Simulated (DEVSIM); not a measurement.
System: illuminated Si n-on-p cell, one wavelength, at 300 K.

| layer (left to right) | material | thickness (μm) | Nd (cm⁻³) | Na (cm⁻³) | τn (s) | τp (s) | absorption coefficient (cm⁻¹) |
|---|---|---|---|---|---|---|---|
| 1 | Si | 0.790 | 2.8e18 | - | 3.9e-6 | 1.2e-6 | 21000 |
| 2 | Si | 42.0 | - | 1.7e15 | 5.2e-5 | 5.2e-5 | 21000 |

Left contact: ohmic, minority hole recombination velocity 500 cm/s. Right contact: ohmic, minority electron recombination velocity 200 cm/s. Voltage is applied to the left contact. Recombination: SRH at mid-gap, radiative, Auger. Gap narrowing is on: ΔEg = 6.92 meV × (l + √(l² + 0.5)), l = ln(N/1.3e17 cm⁻³), shared equally by both band edges. Light enters at the left, 1.1e18 photons cm⁻² s⁻¹, one pass, no reflection. Mobility is μmin + (μ − μmin)/(1 + (N/Nref)^α).

Constants are typed, rounded textbook-type inputs, not results; the design itself was drawn at random and stands for no fabricated device. Values at 300 K.

| parameter | Si |
|---|---|
| gap (eV) | 1.124 |
| affinity (eV) | 4.05 |
| permittivity | 11.7 |
| Nc (cm⁻³) | 2.86e19 |
| Nv (cm⁻³) | 3.1e19 |
| μn (cm²/Vs) | 1417 |
| μp (cm²/Vs) | 470 |
| μn,min | 52 |
| μp,min | 45 |
| Nref,n | 9.7e16 |
| Nref,p | 2.2e17 |
| αn | 0.68 |
| αp | 0.72 |
| B (cm³/s) | 4.7e-15 |
| Cn (cm⁶/s) | 2.8e-31 |
| Cp (cm⁶/s) | 9.9e-32 |

Simulated with DEVSIM: 1D drift-diffusion, Boltzmann statistics, complete ionisation; no tunnelling, impact ionisation, image-force lowering or self-heating.

Base results: dark forward voltage at 100 A/cm² (V) 0.835; fill factor 0.83; share of generated pairs collected at short circuit 0.989; open-circuit voltage (V) 0.647.

### Question
What follows from this one change: thickness of layer 1 0.79 → 0.28 μm?

### Answer
dark forward voltage at 100 A/cm² little changed (0.835 V); fill factor little changed (0.83); share of generated pairs collected at short circuit 0.989 → 0.998; open-circuit voltage little changed (0.647 V).

### Question
What follows from this one change: constant mobility in place of the doping-dependent one?

### Answer
dark forward voltage at 100 A/cm² little changed (0.834 V); fill factor little changed (0.83); share of generated pairs collected at short circuit 0.989 → 0.997; open-circuit voltage little changed (0.647 V).
